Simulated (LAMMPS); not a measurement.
Pressure dependence of Ni (fcc) at 2250 K, from the melt.

Computed with classical MD, pair style eam/alloy, file NiAlH_jea.eam.alloy, run in LAMMPS.

| P (GPa) | state | volume | coordination number | self-diffusion coefficient of Ni (not corrected for cell size) |
|---|---|---|---|---|
| 0 | liquid | 13.101 ± 0.001 Å³/atom | 12.9 (counted to 3.46 Å) | (8.95 ± 0.08) × 10^-5 cm²/s |
| 2 | liquid | 12.889 ± 0.001 Å³/atom | 12.8 (counted to 3.42 Å) | (8.52 ± 0.08) × 10^-5 cm²/s |
| 5 | liquid | 12.576 ± 0.001 Å³/atom | 13.0 (counted to 3.42 Å) | (7.6 ± 0.1) × 10^-5 cm²/s |

Caution (rows 2; 5): a run this short can hold a crystal over, or a liquid under, the potential's own melting point, which these runs don't give.

Estimate the isothermal bulk modulus at zero pressure. A parabola P(ln V) through the three points gives −dP/d ln V = 120 GPa at zero pressure.

States go by the mean squared displacement: a species diffuses where it passes 1.5 Å², still rises and gives D over 1e-6 cm²/s; a crystal has left its structure where atoms lie 0.35 Å off their sites on average or a cubic box changes its shape by 3 %, or the axial ratios of another lie 8 % off the starting cell's, which the potential's own relaxation can also do.

Errors of D are the spread over four groups of atoms in one short run; a floor of about 5 %, a picked value, is safer.

The ± values are statistical; the model's systematic error is not in them.
